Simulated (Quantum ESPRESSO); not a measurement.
Several settings converged on Pt (Fm-3m, 1 atom in the cell)

```xyz
1
Lattice="-1.9541 0.0000 1.9541 0.0000 1.9541 1.9541 -1.9541 1.9541 0.0000" Properties=species:S:1:pos:R:3 pbc="T T T"
Pt     0.0000     0.0000     0.0000
```

Base method: PBEsol, SSSP 1.1.2 efficiency (PBE) pseudopotentials (plane waves; Quantum ESPRESSO).

Base settings: ecutwfc = 40 Ry; ecutrho = 320 Ry; occupations = smearing; smearing = gauss; degauss = 0.0073499 Ry; input_dft = pbesol; potentials = {Pt: pt_pbe_v1.4.uspp.F.UPF}; K_POINTS = automatic 14 14 14 0 0 0; conv_thr = 1e-11 Ry; mixing_beta = 0.4.

The count of work is k-points × plane waves × bands × iterations; it is no time. 

**The width of Gaussian smearing**

In this ladder: K_POINTS = automatic 23 23 23 0 0 0.

Narrow widths need finer meshes than wide ones, so the last steps can hold mesh noise.

Only quantities that move along the ladder and can be compared are tabulated; pressure and forces are left out, as mesh noise rules them at narrow widths.

| degauss | free energy less the last step's (meV/atom) | energy extrapolated to zero width less the last step's (meV/atom) |
|---|---|---|
| 0.073499 Ry | -309.34 | -59.16 |
| 0.036749 Ry | -94.44 | -14.16 |
| 0.02205 Ry | -35.34 | -3.54 |
| 0.0147 Ry | -14.02 | -0.99 |
| 0.0073499 Ry | 0.00 | 0.00 |

Widest degauss that holds the free energy within 5 meV/atom: not settled: the last two steps still differ by 14 meV/atom, over half the tolerance, so the ladder does not show it.

Widest degauss that holds the energy extrapolated to zero width within 2 meV/atom of the last step, with all finer ones: 0.0147 Ry; the step before is off by 3.5 meV/atom.

The extrapolation to zero width removes most of the smearing's effect on the energy.

**The width of cold smearing**

In this ladder: smearing = cold; K_POINTS = automatic 23 23 23 0 0 0.

Narrow widths need finer meshes than wide ones, so the last steps can hold mesh noise.

Only quantities that move along the ladder and can be compared are tabulated; pressure and forces are left out, as mesh noise rules them at narrow widths.

| degauss | free energy less the last step's (meV/atom) |
|---|---|
| 0.073499 Ry | -16.17 |
| 0.036749 Ry | -8.66 |
| 0.02205 Ry | -2.54 |
| 0.0147 Ry | -0.94 |
| 0.0073499 Ry | -0.18 |
| 0.0036749 Ry | 0.00 |

Widest degauss that holds the free energy within 5 meV/atom of the last step, with all finer ones: 0.02205 Ry; the step before is off by 8.7 meV/atom.

**The number of bands**

The mesh stays at the base's, so the ladder's end is converged at best in this setting alone.

Only quantities that move along the ladder and can be compared are tabulated.

```csv
nbnd,free energy less the last step's (meV/atom),pressure (GPa),count of work / last
8,494.42,10.04,0.36
9,0.00,0.81,0.28
10,0.00,0.81,0.31
11,0.00,0.81,0.28
12,0.00,0.81,0.33
14,0.00,0.81,0.35
18,0.00,0.81,0.45
24,0.00,0.81,0.60
40,0.00,0.81,1.0
```

Coarsest nbnd that holds the pressure within 0.5 GPa of the last step, with all finer ones: 9, at 0.28 of the last step's count of work; the step before is off by 9.2 GPa.

Coarsest nbnd that holds the free energy within 0.5 meV/atom of the last step, with all finer ones: 9, at 0.28 of the last step's count of work; the step before is off by 490 meV/atom.

On the base run: the starting cell has typed, rounded lattice constants, without a prior relaxation at this level. Its lattice was rescaled by up to half a per cent. Spin polarisation is off.

Left out of this page: 4 runs of the series outside the window shown, repeating another row's setting, or not comparable.
